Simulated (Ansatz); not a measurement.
Zn (model structure, started from the diamond type, Fd-3m, No. 227, 2 atoms in the cell) was calculated with LDA in Ansatz (PAW).

Settings: plane-wave cutoff 520 eV, 18×18×18 k mesh, Fermi–Dirac smearing 0.05 eV, scalar-relativistic PAW data made under PBE.

Cell (relaxed at this level):

Zn is taken in the cubic space group Fd-3m, origin choice 1 (No. 227), the diamond structure, Pearson symbol cF8. Cell: a = 5.5520 Å, b = 5.5520 Å, c = 5.5520 Å, α = 90.00°, β = 90.00°, γ = 90.00°. Zn on 8b is coordinated by 4 Zn at 2.404 Å (tetrahedral). (Neighbours: up to the widest gap in distance over summed covalent radii, below 1.35, at either atom.)
(The calculation used a cell of 2 atoms; values per cell refer to that cell.)

Question: Estimate the bulk modulus that the calculation returns.

Answer: 
- bulk modulus = 42.2 GPa

The run finds no gap.

Note: the bulk modulus is −V dP/dV from two relaxed cells at ±2 % in volume; the relaxation could raise the start's symmetry but not lower it, so the cell can be a saddle point.

Computed values are for the static lattice.

Cost on a shared machine: very roughly 19 core-seconds.

A model structure was made by putting elements into a prototype or built by hand; it is no filed structure, need not be a known phase, and can be a saddle point held by its symmetry.

Ansatz is a first-principles code.
